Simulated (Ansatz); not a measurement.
Defect migration in 4H silicon carbide: interstitial Li, charge state +1. Computed with PBE, PAW (plane waves to 420 eV; Ansatz, a first-principles code).

Settings: 72 host sites, the relaxed PBE lattice, the Γ point alone, smearing 0.01 eV, spin-restricted, no image-charge correction. Energies are static. The charge state is imposed; whether it is stable for some Fermi level was not computed. Sites that were not tried may lie lower.

Barriers: single points on a 2×2×2 k-point mesh shifted by half a step along c at the bands' geometries.

Relaxed starting cell (atoms counted from 1):

```yaml
crystal:
  lattice:
    - [9.28226, 0.00000, 0.00000]
    - [-4.64113, 8.03868, 0.00000]
    - [0.00000, 0.00000, 10.12928]
  atoms:
    - { symbol: Si, position: [0.00010, 0.00032, 0.49918] }
    - { symbol: Si, position: [0.00130, 0.33423, 0.50071] }
    - { symbol: Si, position: [0.00009, 0.66694, 0.49917] }
    - { symbol: Si, position: [0.33259, 0.99987, 0.50034] }
    - { symbol: Si, position: [0.33280, 0.33423, 0.50070] }
    - { symbol: Si, position: [0.33279, 0.66571, 0.50069] }
    - { symbol: Si, position: [0.66716, 0.99987, 0.50033] }
    - { symbol: Si, position: [0.66716, 0.33444, 0.50034] }
    - { symbol: Si, position: [0.66672, 0.66693, 0.49917] }
    - { symbol: Si, position: [0.99989, 0.99990, 0.99920] }
    - { symbol: Si, position: [0.00031, 0.33373, 0.99941] }
    - { symbol: Si, position: [0.99989, 0.66715, 0.99919] }
    - { symbol: Si, position: [0.32603, 0.99658, 0.99436] }
    - { symbol: Si, position: [0.33329, 0.33372, 0.99941] }
    - { symbol: Si, position: [0.33328, 0.66669, 0.99939] }
    - { symbol: Si, position: [0.67045, 0.99659, 0.99437] }
    - { symbol: Si, position: [0.67046, 0.34102, 0.99438] }
    - { symbol: Si, position: [0.66714, 0.66716, 0.99919] }
    - { symbol: Si, position: [0.22172, 0.11154, 0.74808] }
    - { symbol: Si, position: [0.22230, 0.44471, 0.74978] }
    - { symbol: Si, position: [0.22172, 0.77732, 0.74806] }
    - { symbol: Si, position: [0.55564, 0.11138, 0.74790] }
    - { symbol: Si, position: [0.55548, 0.44531, 0.74807] }
    - { symbol: Si, position: [0.55546, 0.77732, 0.74806] }
    - { symbol: Si, position: [0.88970, 0.11154, 0.74808] }
    - { symbol: Si, position: [0.88971, 0.44530, 0.74807] }
    - { symbol: Si, position: [0.88897, 0.77807, 0.74849] }
    - { symbol: Si, position: [0.11122, 0.22257, 0.24979] }
    - { symbol: Si, position: [0.11121, 0.55579, 0.24978] }
    - { symbol: Si, position: [0.11010, 0.88862, 0.24920] }
    - { symbol: Si, position: [0.44055, 0.22648, 0.25442] }
    - { symbol: Si, position: [0.44445, 0.55579, 0.24978] }
    - { symbol: Si, position: [0.44053, 0.88118, 0.25441] }
    - { symbol: Si, position: [0.78582, 0.22648, 0.25443] }
    - { symbol: Si, position: [0.77841, 0.55694, 0.24921] }
    - { symbol: Si, position: [0.77841, 0.88862, 0.24921] }
    - { symbol: C, position: [0.99998, 0.00009, 0.68639] }
    - { symbol: C, position: [0.00054, 0.33384, 0.68755] }
    - { symbol: C, position: [0.99998, 0.66704, 0.68639] }
    - { symbol: C, position: [0.33319, 0.00016, 0.68748] }
    - { symbol: C, position: [0.33318, 0.33384, 0.68755] }
    - { symbol: C, position: [0.33317, 0.66647, 0.68753] }
    - { symbol: C, position: [0.66685, 0.00016, 0.68748] }
    - { symbol: C, position: [0.66686, 0.33383, 0.68749] }
    - { symbol: C, position: [0.66694, 0.66705, 0.68638] }
    - { symbol: C, position: [0.00023, 0.00059, 0.18671] }
    - { symbol: C, position: [0.00170, 0.33442, 0.18715] }
    - { symbol: C, position: [0.00023, 0.66680, 0.18670] }
    - { symbol: C, position: [0.33356, 0.00034, 0.18676] }
    - { symbol: C, position: [0.33260, 0.33442, 0.18716] }
    - { symbol: C, position: [0.33258, 0.66530, 0.18715] }
    - { symbol: C, position: [0.66666, 0.00034, 0.18677] }
    - { symbol: C, position: [0.66667, 0.33346, 0.18678] }
    - { symbol: C, position: [0.66644, 0.66680, 0.18670] }
    - { symbol: C, position: [0.22119, 0.11180, 0.93735] }
    - { symbol: C, position: [0.22230, 0.44471, 0.93893] }
    - { symbol: C, position: [0.22118, 0.77654, 0.93732] }
    - { symbol: C, position: [0.55565, 0.11139, 0.93736] }
    - { symbol: C, position: [0.55523, 0.44586, 0.93735] }
    - { symbol: C, position: [0.55522, 0.77653, 0.93732] }
    - { symbol: C, position: [0.89049, 0.11180, 0.93734] }
    - { symbol: C, position: [0.89050, 0.44585, 0.93734] }
    - { symbol: C, position: [0.88897, 0.77807, 0.93795] }
    - { symbol: C, position: [0.11124, 0.22261, 0.43854] }
    - { symbol: C, position: [0.11123, 0.55578, 0.43852] }
    - { symbol: C, position: [0.11144, 0.88929, 0.43788] }
    - { symbol: C, position: [0.44417, 0.22286, 0.44041] }
    - { symbol: C, position: [0.44442, 0.55579, 0.43852] }
    - { symbol: C, position: [0.44417, 0.88846, 0.44041] }
    - { symbol: C, position: [0.77856, 0.22285, 0.44042] }
    - { symbol: C, position: [0.77773, 0.55559, 0.43787] }
    - { symbol: C, position: [0.77775, 0.88929, 0.43787] }
    - { symbol: Li, position: [0.55565, 0.11139, 0.12583] }
```
Cell charge +1.

End state 1 differs by these moves (Å; atoms that move under 0.08 Å are left out):

| atom | element | Δx | Δy | Δz |
|---|---|---|---|---|
| 31 | Si | -0.01 | 0.00 | -0.12 |
| 33 | Si | 0.00 | -0.01 | -0.12 |
| 34 | Si | 0.01 | 0.00 | -0.12 |
| 73 | Li | 0.00 | 0.00 | 2.40 |

What forward and backward barriers to end state 1 does PBE, PAW give?

forward 1.96 eV, backward 1.76 eV; at the saddle point atom 73 has neighbours 3 C at 1.87; 3 Si at 1.97 Å. The saddle point's order was not checked, and it lies on a symmetry element of the cell, where a band can be held.
